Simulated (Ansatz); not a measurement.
We consider L1₀ (CuAu-type) CuAu, described by LDA (Ansatz, a program for electronic structure, plane waves, PAW).

Numerical settings: plane-wave cutoff 520 eV, 20×20×16 k mesh (along the axes of the cell as run), Fermi–Dirac smearing 0.05 eV, no spin polarisation, scalar-relativistic PAW data made under PBE.

Computed points:

| V (Å³/atom) | E − E_lowest (meV/atom) | P (GPa) |
|---|---|---|
| 13.227 | 14.21 | 8.62 |
| 13.503 | 3.40 | 4.04 |
| 13.779 | 0.00 | 0.00 |
| 14.054 | 3.14 | -3.57 |
| 14.330 | 12.04 | -6.71 |

Estimate the bulk modulus from the pressures at 13.503 and 14.054 Å³/atom, and compare it with a fit to all energies.

B = −V dP/dV. Between V = 13.503 and 14.054 Å³/atom, dP/dV = (-3.57 − (4.04))/(14.054 − 13.503) = -13.8 GPa per Å³/atom; at the midpoint 13.779 Å³/atom this gives B ≈ 190 GPa. The third-order Birch–Murnaghan fit gives V0 = 13.778 Å³/atom, B0 = 190 GPa, B′ = 5.3, which lies within 1 % of that estimate.

Shape and atoms are relaxed at each volume.

Note: the bulk modulus comes from volumes at which shape and atoms were relaxed.

Spin–orbit coupling is not included; it can shift volumes and moduli of such heavy elements.

Computed values are for the static lattice.
